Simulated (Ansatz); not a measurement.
**PdSb (model structure, started from the CoSn type, P6/mmm, No. 191, 6 atoms in the cell): properties by level of theory**

```
level (code)           lattice constant a (Å)  lattice parameter c (Å)  cohesive energy (eV/atom)
---------------------  ----------------------  -----------------------  -------------------------
PBE (Ansatz)                            5.846                    4.421                          …
PBEsol (Ansatz)                             …                    4.363                       4.04
r²SCAN (Ansatz)                             …                    4.346                          …
r²SCAN+rVV10 (Ansatz)                       …                        …                          …
```

Question: Fill in the missing entries.

Answer: 
- PBE (Ansatz, a program for electronic structure), cohesive energy (eV/atom): 3.44
- PBEsol (Ansatz), lattice constant a (Å): 5.743
- r²SCAN (Ansatz), lattice constant a (Å): 5.824
- r²SCAN (Ansatz), cohesive energy (eV/atom): 3.54
- r²SCAN+rVV10 (Ansatz), lattice constant a (Å): 5.792
- r²SCAN+rVV10 (Ansatz), lattice parameter c (Å): 4.334
- r²SCAN+rVV10 (Ansatz), cohesive energy (eV/atom): 3.84

Ansatz's density-functional and Hartree–Fock values are scalar-relativistic unless marked +SOC, with PAW data made under PBE.

The crystal itself was run without spin with r²SCAN, r²SCAN+rVV10; a magnetic state was not tried in these runs.

Static lattice: no zero-point or thermal effects.

A model structure was made by putting elements into a prototype or built by hand; it is no filed structure, need not be a known phase, and can be a saddle point held by its symmetry.
